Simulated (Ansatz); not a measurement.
A self-consistent single point of Nb (Im-3m, 1 atom in the cell) with Ansatz (a program for electronic structure).

Computed with PBE, PAW files (plane waves; Ansatz).

The change in words: lattice scaled by 0.98; kpoints.mp_grid.grid: 14 14 14 → 13 13 13. Reference geometry:
```
Nb
1.0
   -1.65825     1.65825     1.65825
    1.65825    -1.65825     1.65825
    1.65825     1.65825    -1.65825
Nb
1
Direct
  0.00000   0.00000   0.00000
```

Reference input (self-consistent single point, DFT, PBE, plane waves, PAW files): basis.ecutwfc = 420 eV; kpoints.mp_grid.grid = 14 14 14; hamiltonian.xc = pbe; hamiltonian.pseudopotentials = {kind: paw} (the program's default PAW files); scf.occupations.method = fermi_dirac; scf.occupations.width = 0.1 eV. This run's input differs from it in these lines:

Ansatz 0.2 input:
```diff
@@ -3,5 +3,5 @@
   lattice:
-    - [-1.658250, 1.658250, 1.658250]
-    - [1.658250, -1.658250, 1.658250]
-    - [1.658250, 1.658250, -1.658250]
+    - [-1.625085, 1.625085, 1.625085]
+    - [1.625085, -1.625085, 1.625085]
+    - [1.625085, 1.625085, -1.625085]
   atoms:
@@ -11,3 +11,3 @@
 kpoints:
-  mp_grid: { grid: [14, 14, 14] }
+  mp_grid: { grid: [13, 13, 13] }
 hamiltonian:
```

Output, abridged:

```
SCF iter   1: F=—  HF=-4552.715364 eV  |F-HF|=—  |Δ(HF+E_count)|=         —  Δρ=7.66e-2  dr2=1.08e0  ethr=3.10e-3  ⟨swp⟩=5.0  Hψ=5023  notcnv=0
all-band conjugate gradients solve this SCF's bands
preconditioner: auto → none
SCF iter   2: F=—  HF=-4552.319209 eV  |F-HF|=—  |Δ(HF+E_count)|=   3.96e-1  Δρ=2.55e-2  dr2=4.99e-2  ethr=3.10e-3  ⟨swp⟩=2.7  Hψ=2471  notcnv=0  defer=4
   [... lines left out ...]
SCF iter   5: F=—  HF=-4552.314411 eV  |F-HF|=—  |Δ(HF+E_count)|=   2.40e-5  Δρ=7.85e-5  dr2=2.01e-7  ethr=6.66e-8  ⟨swp⟩=2.0  Hψ=1439  notcnv=0  defer=4
SCF iter   6: F=-4552.314411 eV  HF=-4552.314411 eV  |F-HF|=3.87e-9  |Δ(HF+E_count)|=   1.32e-9  Δρ=1.31e-5  dr2=8.84e-9  ethr=7.69e-10  ⟨swp⟩=5.1  Hψ=3796  notcnv=0
the search or the solves at the SCF's close seem to have found levels that the self-consistency loop had missed (the run counts 1) …
SCF 1 converged in 6 iterations: F = -4552.314411 eV  dr2 = 8.84e-9
Free energy (F): -4552.314411 eV
Internal energy: -4552.273401 eV  (E = F + TS)
E sigma→0 (E₀):  -4552.293906 eV
Entropy (-TS):   -0.041010 eV (-41.010 meV/atom)
Fermi energy:    18.839398 eV
--- Forces (eV/Å), atoms counted from 1 ---
  atom   1  Nb    -0.00000000    -0.00000000    -0.00000000
--- Stress (GPa, compression-positive) ---
       10.080372       0.000000       0.000000
        0.000000      10.080372      -0.000000
        0.000000      -0.000000      10.080372
  P = ⅓ Tr σ = 10.0804 GPa (100.804 kbar)
  The stress holds the Pulay correction. Without it, at fixed plane waves, as pw.x and ABINIT print it: P = 10.0562 GPa
```

The run converged in 6 iterations. Against the reference run the free energy goes up by 23.4 meV/atom and the pressure goes from -0.54 to 10.08 GPa.

The starting cell has typed, rounded lattice constants, without a prior relaxation at this level. Its lattice was rescaled by up to half a per cent. For this run, on top of that: lattice scaled by 0.98. Spin polarisation is off. With a pressure of about 10 GPa the cell is away from its equilibrium volume at this level. Ansatz's pressure includes its estimate of the finite-basis (Pulay) stress.
